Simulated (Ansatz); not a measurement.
Results of PBE (Ansatz, a first-principles code, PAW) for rutile MgH2.

Settings: plane-wave cutoff 520 eV, 6×6×8 k mesh (along the axes of the cell as run), scalar-relativistic PAW data made under PBE.

Computed at the level's own relaxed cell.

What does this level give for the elastic constant C44, Young modulus, elastic constant C13, elastic constant C11, elastic constant C12, elastic constant C33 and elastic constant C66?


- elastic constant C44: 36.0 GPa
- Young modulus: 82.8 GPa
- elastic constant C13: 29.1 GPa
- elastic constant C11: 70.0 GPa
- elastic constant C12: 36.0 GPa
- elastic constant C33: 131 GPa
- elastic constant C66: 50.7 GPa

Elastic constants are with the ions relaxed.

Computed values are for the static lattice.

Computing time: roughly 2.5 core-minutes.
